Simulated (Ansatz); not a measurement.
Base system: BP in the zinc blende structure (space group F-43m, No. 216; a = 4.5202 Å).

Level of theory: Ansatz (a first-principles code), PBEsol, PAW, cutoff 420 eV, spin-orbit coupling left out.

Before the change:

| Property | Value |
|---|---|
| Hole mass | 0.25, 0.25, 0.34 mₑ (at Γ) |
| Width of the top valence band | 5.60 eV |

Perturbation: an isotropic linear strain of −0.50 %, atoms relaxed at fixed cell.

Question: Predict the new hole mass.

Answer: The hole mass (degenerate bands, along [100]) goes from 0.25, 0.25, 0.34 mₑ (at Γ) to 0.25, 0.25, 0.35 mₑ (at Γ).

Question: What does the calculation give for the energy relative to the base after the change?

Answer: The energy grows by 1.4 meV/atom.

Question: Estimate the effect on the width of the top valence band.

Answer: The width of the top valence band goes up by 0.09 eV, from 5.60 eV to 5.69 eV.

The levels and masses belong to the bands next to the band gap. Effective masses come from finite differences of ±0.01 Å⁻¹. Stability against distortions was not tested.
